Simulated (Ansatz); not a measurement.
The starting structures come from a database of crystals and need not be the phases stable at ambient conditions.

The decay constant κ of evanescent states in the gap governs leakage through a thin film.

```
LaSc3B4O12
1.0
    6.26298     0.00000     0.00000
   -1.45658     6.09125     0.00000
    1.45658     1.84595     5.80481
La Sc B O
1 3 4 12
Cartesian
  3.13149   3.96860   2.90240
  3.13149   0.38694   0.28298
  6.61494   4.80159   5.52182
 -0.35196   6.71728   2.90240
  0.00000   0.00000   0.00000
  0.00000   3.56595   2.60793
  4.25139   1.01662   3.19688
  2.01159   3.35463   0.00000
  0.00000   6.82437   4.99094
  1.08232   0.25881   0.81386
  5.18066   0.85402   0.00000
  3.17015   0.75807   2.38383
  3.09283   2.50146   0.00000
  0.00000   4.67767   3.42098
  3.89936   6.30646   3.08084
  2.09846   4.51109   0.72856
  5.22666   3.40746   1.72664
  2.36362   4.84714   5.07625
  4.16452   2.06139   4.07817
  1.03632   2.67807   2.72396
```

Space group of this cell: R32. The cell is taken as given; by r2SCAN its mean pressure is 0.8 GPa.

Transport runs along the normal of the first two printed cell vectors, the (101) plane of the conventional cell.

The gap is the functional's own. No spin-orbit coupling. Mid-gap values are interpolated on the energy grid.

Task: State the band gap and the smallest decay constant κ at mid-gap according to Ansatz (a program for electronic structure) with r2SCAN.

Result: Gap 4.93 eV on a 6×6×6 mesh; κ = 0.498 1/Å, at the zone centre.
